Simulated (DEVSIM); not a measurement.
Device: W/SiO2/p-GaAs capacitor, at 300 K.

```
layer (left to right)  material  thickness (nm)  Na (cm⁻³)
---------------------  --------  --------------  ---------
1                          SiO2            5.70          -
2                          GaAs             890     5.2e17
```

Metal gate on the left, work function 4.6 eV. Fixed charge at the semiconductor interface 2.2e10 cm⁻² (in units of +e); interface traps 4.2e10 cm⁻² eV⁻¹, uniform in energy, neutral level at 0.5 of the gap above the valence band.

The device is made up for the run: typed textbook-type constants, with dimensions and the other settings drawn at random. Values at 300 K.

```csv
parameter,SiO2,GaAs
gap (eV),9,1.424
affinity (eV),0.9,4.07
permittivity,3.9,12.9
Nc (cm⁻³),-,4.7e17
Nv (cm⁻³),-,9e18
```

Simulated with DEVSIM: 1D Poisson equation in equilibrium, Boltzmann statistics, complete ionisation; no quantum confinement or tunnelling. Metal contacts follow the ideal Schottky-Mott rule: no Fermi-level pinning, no interface dipoles.

The substrate doping was swept, all else fixed.

```csv
substrate doping (cm^-3),flat-band voltage (V),minimum of the low-frequency capacitance (μF/cm²)
2.6e16,-0.76,0.0517
5.2e16,-0.77,0.0656
1e17,-0.79,0.0865
2.6e17,-0.81,0.123
5.2e17,-0.83,___
1e18,-0.85,0.195
```

**Question.** What belongs in the gaps?

**Answer.** 
- 5.2e17, minimum of the low-frequency capacitance (μF/cm²): 0.154
